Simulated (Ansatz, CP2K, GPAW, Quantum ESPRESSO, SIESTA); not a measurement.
CaAu₂ (Imma, 6 atoms in the cell) computed with different codes at matched settings

Self-consistent single point, at a second geometry (lattice scaled by 0.98). First geometry:

```yaml
crystal:
  lattice:
    - [-2.25473, 3.48791, 4.08744]
    - [2.25473, -3.48791, 4.08744]
    - [2.25473, 3.48791, -4.08744]
  atoms:
    - { symbol: Ca, position: [0.70770, 0.45770, 0.25000] }
    - { symbol: Ca, position: [0.29230, 0.54230, 0.75000] }
    - { symbol: Au, position: [0.30065, 0.83990, 0.46075] }
    - { symbol: Au, position: [0.69935, 0.16010, 0.53925] }
    - { symbol: Au, position: [0.87915, 0.83990, 0.03925] }
    - { symbol: Au, position: [0.12085, 0.16010, 0.96075] }
```

Shared settings, as Ansatz (a quantum-chemistry and plane-wave program) writes them: kpoints.mp_grid.grid = 5 5 5; scf.occupations.method = gaussian; scf.occupations.width = 0.1 eV. Potentials and cutoffs stand in the table.

| code | model | ΔF from the first geometry (meV/atom) | pressure (GPa) | largest force (eV/Å) | cutoff |
|---|---|---|---|---|---|
| SIESTA | GGA PBEsol, numerical atomic orbitals DZP, PseudoDojo PBEsol standard norm-conserving potentials (rewritten from UPF to PSML) | 75.0 | 13.68 | 0.389 | grid 350 Ry |
| Quantum ESPRESSO | PBEsol, GBRV 1.5 ultrasoft (PBESOL) pseudopotentials | 33.9 | 7.70 | 0.039 | 40 Ry |
| GPAW | PBEsol, GPAW PAW datasets PBEsol (made by gpaw-setup) | 46.2 | 9.45 | 0.031 | 550 eV |
| Ansatz | PBEsol, PAW files made with PBE | 34.9 | 7.84 | 0.032 | default |
| CP2K | PBEsol, GPW, DZVP-MOLOPT-SR-GTH basis, GTH-PBE potentials (GTH_POTENTIALS) | 68.4 | 12.65 | 0.082 | grid 500 Ry |

Size of the force on each atom (eV/Å): Sizes of forces hide their directions.

```csv
code,Ca1,Ca2,Au3,Au4,Au5,Au6
SIESTA,0.092,0.092,0.388,0.388,0.389,0.389
Quantum ESPRESSO,0.024,0.024,0.039,0.039,0.039,0.039
GPAW,0.031,0.031,0.030,0.030,0.030,0.030
Ansatz,0.025,0.025,0.032,0.032,0.032,0.032
CP2K,0.082,0.082,0.011,0.011,0.011,0.011
```

On Ansatz's run: spin-orbit coupling is off.

The spread over the programs that give each value: ΔF from the first geometry within 41.1 meV/atom; pressure within 5.98 GPa; largest force within 0.358 eV/Å.

SIESTA and CP2K use small atom-centred bases, whose incompleteness enters pressures, forces and empty levels differently from a plane-wave cutoff. Ansatz's pressure is given at a fixed set of plane waves, as the other plane-wave codes print theirs; with its correction for the finite basis it is 7.87 GPa. In the pressure, SIESTA (by 5.85), GPAW (by 1.61) and CP2K (by 4.81) lie more than 1 GPa from the median of the plane-wave programs. In the force vectors, SIESTA (by 0.358) lies more than 0.08 eV/Å from the median of the plane-wave programs.

The starting cell comes from a database of computed structures (which also holds hypothetical and non-ambient phases and stackings), without a prior relaxation at this level. Its lattice was rescaled by a random factor within 2.5 % of one. For this run, on top of that: lattice scaled by 0.98.

Left out of this page: Elk (not drawn, or without a comparable value).

Keys are those of Ansatz 0.2.
